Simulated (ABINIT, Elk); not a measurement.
An Elk input for a self-consistent single point of Cu2O (Pn-3m, 6 atoms in the cell) (DFT, PBEsol, all-electron FP-LAPW, Elk's shipped species files, APW+lo basis with extra local orbitals):

```
tasks
  0

xctype
  22

rgkmax
  8.0

gmaxvr
  14.0

nxlo
  2

lorbcnd
  .true.

lmaxi
  3

stype
  0

swidth
  0.0001

maxscl
  100

avec
    7.8645979348    0.0000000000    0.0000000000
    0.0000000000    7.8645979348    0.0000000000
    0.0000000000    0.0000000000    7.8645979348

sppath
  'species/'

atoms
  2
  'Cu.in'
  4
  0.2500000000  0.2500000000  0.7500000000    0.0 0.0 0.0
  0.2500000000  0.7500000000  0.2500000000    0.0 0.0 0.0
  0.7500000000  0.7500000000  0.7500000000    0.0 0.0 0.0
  0.7500000000  0.2500000000  0.2500000000    0.0 0.0 0.0
  'O.in'
  2
  0.5000000000  0.5000000000  0.5000000000    0.0 0.0 0.0
  0.0000000000  0.0000000000  0.0000000000    0.0 0.0 0.0

ngridk
  6 6 6
```

Q: Give the ABINIT input for the same structure, mesh, smearing and functional.

A: One input that does it (others would too):

```
# Cu2O, JTH v2.0 PBE PAW
pp_dirpath "./"
pseudos "Cu.GGA_PBE-JTH.xml, O.GGA_PBE-JTH.xml"
acell 7.8645979348 7.8645979348 7.8645979348
rprim
         1.0000000000    0.0000000000    0.0000000000
         0.0000000000    1.0000000000    0.0000000000
         0.0000000000    0.0000000000    1.0000000000
natom 6
ntypat 2
znucl 29 8
typat 1 1 1 1 2 2
xcart
         1.0404415000    1.0404415000    3.1213245000
         1.0404415000    3.1213245000    1.0404415000
         3.1213245000    3.1213245000    3.1213245000
         3.1213245000    1.0404415000    1.0404415000
         2.0808830000    2.0808830000    2.0808830000
         0.0000000000    0.0000000000    0.0000000000
      Angstrom
ecut 60 Ry
pawecutdg 120 Ry
pawovlp -1
ixc -116133
occopt 1
nband 47
kptopt 1
ngkpt 6 6 6
nshiftk 1
shiftk 0 0 0
nstep 60
tolvrs 1.0e-10
prtwf 0
prtden 0
enunit 2
```

Basis settings and potentials, where a program has them, do not carry over. This input uses DFT, PBEsol, plane waves, PAW (JTH v2.0 PBE PAW, files made for PBE).

The starting cell comes from a database of computed structures (which also holds hypothetical and non-ambient phases and stackings), without a prior relaxation at this level. Its lattice was rescaled by a random factor within 2.5 % of one.
